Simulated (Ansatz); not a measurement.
## Element substitutions in NbSi2

The reference is NbSi2 (space group P6_222, No. 180; a = 4.767 Å, c = 6.576 Å).

Each row replaces one element on all its sites; cell and atoms are relaxed.

The values are results of DFT with PBEsol, PAW potentials and a 420 eV plane-wave cutoff in Ansatz (an electronic-structure program), no spin-orbit coupling, not measurements.

| variant | shortest interatomic distance | c/a ratio | density |
|---|---|---|---|
| base | 2.558 Å | 1.379 | 5.74 g/cm³ |
| Si → Pb | 2.985 Å | 1.366 | 12.45 g/cm³ |
| Si → C | [?] | 1.327 | [?] |
| Nb → V | [?] | 1.397 | 4.77 g/cm³ |

### Question
Some entries are withheld; estimate them.

### Answer

- Si → C, shortest interatomic distance: 1.739 Å
- Si → C, density: 6.96 g/cm³
- Nb → V, shortest interatomic distance: 2.464 Å

Stability against distortions was not tested. As relaxed here, NbPb2 and NbC2 are hypothetical phases, not in the database extracts checked. Seeded moments were not kept for Nb → V. All final runs are without spin polarisation. An odd electron count without spin: NbPb2, NbSi2, NbC2 and VSi2. NbPb2 has a high density of states at the Fermi level and may be magnetic at this level.
